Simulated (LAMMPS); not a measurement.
Simulation of a melt made from ZnSe (zinc blende) with 25 % of Se sites S, 4096 atoms, at 1760 K and 0 GPa, brought to that temperature within a few picoseconds.

All values are model results, not measurements: classical MD, pair style sw, file CdTeZnSeHgS0.sw; code LAMMPS.

Problem. Give g(r) against r (Å) as the simulation yields it.

Solution. State found: liquid.
```
r (Å)  g(r), Se-Zn  g(r), S-Zn
-----  -----------  ----------
1.980        0.000       0.003
2.020        0.002       0.006
2.060        0.001       0.027
2.100        0.010       0.115
2.140        0.023       0.283
2.180        0.083       0.635
2.220        0.237        1.51
2.260        0.504        2.41
2.300        0.935        3.62
2.340         1.51        4.58
2.380         2.31        5.58
2.420         3.04        6.09
2.460         3.69        6.07
2.500         4.10        5.90
2.540         4.48        4.98
2.580         4.34        4.34
2.620         4.08        3.77
2.660         3.80        2.95
2.700         3.30        2.54
2.740         2.80        1.85
2.780         2.36        1.46
2.820         1.95        1.29
2.860         1.58        1.03
2.900         1.33       0.770
2.940         1.10       0.664
2.980        0.932       0.598
3.020        0.823       0.486
3.060        0.705       0.423
3.100        0.621       0.352
3.140        0.540       0.319
3.180        0.480       0.325
3.220        0.444       0.292
3.260        0.442       0.298
3.300        0.400       0.280
3.340        0.391       0.302
3.380        0.381       0.301
3.420        0.404       0.320
3.460        0.381       0.325
3.500        0.446       0.376
3.540        0.454       0.370
3.580        0.491       0.430
3.620        0.511       0.447
3.660        0.533       0.486
3.700        0.578       0.523
3.740        0.580       0.539
3.780        0.633       0.572
3.820        0.618       0.563
3.860        0.664       0.634
3.900        0.698       0.664
3.940        0.732       0.727
3.980        0.752       0.695
4.020        0.772       0.706
4.060        0.799       0.734
4.100        0.816       0.778
4.140        0.840       0.764
4.180        0.855       0.841
4.220        0.862       0.851
4.260        0.894       0.912
4.300        0.915       0.869
4.340        0.904       0.884
4.380        0.907       0.894
4.420        0.945       0.944
4.460        0.940       0.946
4.500        0.952       0.987
4.540        0.951       0.947
4.580        0.994       0.997
4.620        0.972        1.00
4.660        0.967       0.980
4.700        0.959       0.977
4.740        0.986       0.987
4.780         1.00        1.04
4.820         1.01        1.03
4.860         1.02        1.04
4.900        0.986        1.02
4.940        0.992        1.02
4.980        0.972        1.05
5.020         1.00       0.991
5.060         1.00        1.08
5.100         1.04        1.09
5.140         1.00        1.05
5.180        0.997        1.04
5.220         1.01        1.08
5.260         1.04        1.08
5.300         1.03        1.10
5.340         1.07        1.16
5.380         1.05        1.11
5.420         1.06        1.11
5.460         1.08        1.16
5.500         1.10        1.18
5.540         1.09        1.15
5.580         1.11        1.19
5.620         1.11        1.21
5.660         1.13        1.23
5.700         1.15        1.23
5.740         1.15        1.20
5.780         1.17        1.27
5.820         1.19        1.23
5.860         1.19        1.22
5.900         1.18        1.24
5.940         1.21        1.25
5.980         1.19        1.20
6.020         1.18        1.25
6.060         1.18        1.18
```

Caution: a run this short can hold a crystal over, or a liquid under, the potential's melting point.
